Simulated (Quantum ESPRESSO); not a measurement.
Band structure of ScSi (Cmcm, 4 atoms in the cell).

```yaml
crystal:
  lattice:
    - [1.99696, 4.95349, 0.00000]
    - [-1.99696, 4.95349, 0.00000]
    - [0.00000, 0.00000, 3.66745]
  atoms:
    - { symbol: Sc, position: [0.86079, 0.86079, 0.75000] }
    - { symbol: Sc, position: [0.13921, 0.13921, 0.25000] }
    - { symbol: Si, position: [0.58056, 0.58056, 0.75000] }
    - { symbol: Si, position: [0.41944, 0.41944, 0.25000] }
```

Level of theory: LDA (PZ), GBRV 1.5 ultrasoft (LDA) pseudopotentials (plane waves; Quantum ESPRESSO).

Settings: ecutwfc = 50 Ry; ecutrho = 400 Ry; occupations = smearing; smearing = cold; degauss = 0.0073499 Ry; potentials = {Sc: sc_lda_v1.uspp.F.UPF, Si: si_lda_v1.uspp.F.UPF}; K_POINTS = automatic 7 7 7 0 0 0; nbnd = 21; conv_thr = 1e-11 Ry.

The starting cell comes from a database of computed structures (which also holds hypothetical and non-ambient phases and stackings), without a prior relaxation at this level.

Levels in eV from the Fermi level, bands 12 to 19:
| point | 12 | 13 | 14 | 15 | 16 | 17 | 18 | 19 |
|---|---|---|---|---|---|---|---|---|
| Γ | -2.22 | -1.56 | -1.16 | 0.04 | 0.67 | 1.34 | 1.84 | 1.88 |
| X | -2.18 | -2.00 | -1.86 | 0.43 | 0.65 | 1.24 | 1.58 | 1.88 |
| S | -3.08 | -2.17 | -1.60 | 0.25 | 0.72 | 1.36 | 1.69 | 2.10 |
| R | -3.32 | -2.55 | -2.55 | -0.61 | -0.61 | 2.33 | 2.33 | 3.05 |
| A | -3.50 | -2.58 | -2.58 | -0.30 | -0.30 | 1.92 | 1.92 | 3.08 |
| Z | -2.97 | -1.81 | -1.81 | -1.16 | -1.16 | 2.65 | 2.65 | 2.96 |
| Y | -1.75 | -1.74 | -1.01 | -0.54 | 1.13 | 1.26 | 1.71 | 1.87 |
| X1 | -2.18 | -2.00 | -1.86 | 0.43 | 0.65 | 1.24 | 1.58 | 1.88 |
| A1 | -3.50 | -2.58 | -2.58 | -0.30 | -0.30 | 1.92 | 1.92 | 3.08 |
| T | -4.26 | -1.42 | -1.42 | -0.08 | -0.08 | 1.34 | 1.34 | 2.17 |

Bands cross the Fermi level along this path, so the cell is metallic at this level.
